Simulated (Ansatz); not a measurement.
Given:

```
LiYSe2
1.0
    2.00546     1.15785     6.38178
   -2.00546     1.15785     6.38178
    0.00000    -2.31571     6.38178
Li Y Se
1 1 2
Direct
  0.50000   0.50000   0.50000
  0.00000   0.00000   0.00000
  0.75182   0.75182   0.75182
  0.24818   0.24818   0.24818
```

Level of theory: PBEsol, rigid bands (plane waves, PAW, scalar-relativistic; Ansatz, a program for electronic structure). How the cell was made: cell and atoms relaxed with PBEsol.

Problem. What conductivity effective mass do dilute electrons have at 300 K?

Solution. 0.39 (x), 0.39 (y), 0.48 (z) mₑ.

Problem. And the band gap?

Solution. 1.34 eV at this level; semilocal functionals usually fall short of the measured gap.

Rigid bands, one relaxation time for all states, no polarons. Spin-orbit coupling is left out; where it splits the top of the valence band it changes the hole mass and lowers the gap by about a third of the splitting.

Computed structure with no diffraction record at hand here (it may be known, metastable or hypothetical): LiYSe2 (R-3m).
